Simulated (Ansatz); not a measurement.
The parent structure is BeTe in the zinc blende structure (space group F-43m, No. 216; a = 5.6043 Å). Axes: x, y, z lie along the cube axes.

Computed with Ansatz (an electronic-structure program), PBEsol, PAW, cutoff 420 eV, spin-orbit coupling left out.

Base values:

```
Property               Value
-------------------  -------
Smallest direct gap  3.61 eV
```

Modification: biaxial strain +2.50 %, plane normal [001], relaxed out of plane (Cartesian); in-plane vectors clamped, the third vector and the atoms free.

Estimate the effect on the smallest direct gap, in-plane stress and energy relative to the base.

The smallest direct gap shrinks by 0.17 eV (3.61 eV → 3.44 eV); the mean in-plane stress (compression positive) comes out as -2.5 GPa; the energy rises by 8.7 meV/atom.

Spin-orbit coupling, missing from the scalar runs, can matter with Te. Whether these cells are dynamically stable was not tested.
